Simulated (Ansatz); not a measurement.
Base system: Ge in the diamond structure (space group Fd-3m, No. 227; a = 5.674 Å). Axes: x, y, z lie along the cube axes.

Now apply this change: uniaxial strain ε_zz = +0.50 %, all other strain components held at zero, atoms relaxed at fixed cell.

Level of theory: r2SCAN, PAW, 500 eV (Ansatz, a program for electronic structure; no spin-orbit coupling).

Task: Give the band edges at the high-symmetry points of the new zone, measured from its valence-band maximum.

Result: 
| point | valence edge (eV) | conduction edge (eV) |
|---|---|---|
| Γ | 0.00 | 0.30 |
| X | -3.20 | 0.97 |
| P | -4.00 | 4.59 |
| N | -1.45 | 0.40 |
| M | -3.16 | 1.01 |
| S | -2.70 | 1.44 |
| S₀ | -2.70 | 1.44 |
| R | -4.00 | 4.64 |
| G | -4.00 | 4.64 |

The gap is 0.30 eV, direct at Γ.

Stability against distortions was not tested. The real Ge has an indirect gap at ambient pressure; r2SCAN orders its close-lying valleys differently. The zero or small gap of Ge under uniaxial strain ε_zz = +0.50 % can change with the level of theory. Labels are those of the standard path for the cell's own space group.
